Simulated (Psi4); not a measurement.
Psi4 1.11, TPSS/def2-svp: Bi(I)3 ([I][Bi]([I])[I]), 4 atoms. The geometry is a generated start, not checked to be a minimum at this level.

```yaml
task: energy
method: tpss
basis: def2-svp
memory: 3 GB
maxiter: 100
keys_of_the_molecule_block: symmetry c1
scf_type: df (default)
guess: auto, which took SAD (default)
scf_initial_accelerator: adiis (default)
e_convergence: 1e-06 (default)
d_convergence: 1e-06 (default)
dft_radial_points: 75 (default)
dft_spherical_points: 302 (default)
effective_core_potentials: those of the basis set, past Kr
basis_functions: 104
grid_points: 80799
```

```xyz
4

Bi     0.0032     0.0020     1.0507
I      0.4032    -2.3704    -0.3519
I      1.8492     1.5315    -0.3635
I     -2.2556     0.8370    -0.3353
```

One run each on 2 threads. Values of diis_max_vecs tried: 3, 6, 10 (default), 20.

Task: How does the count of SCF iterations change with diis_max_vecs, and where is it least?

Result: Fewest SCF iterations, within one of each other: 6 with 10, 10 (default) with 9, 20 with 10. The count rises to 14 at 3. All converge to one solution.

| diis_max_vecs | SCF iterations | end |
|---|---|---|
| 3 | 14 | same solution |
| 6 | 10 | same solution |
| 10 (default) | 9 | same solution |
| 20 | 10 | same solution |
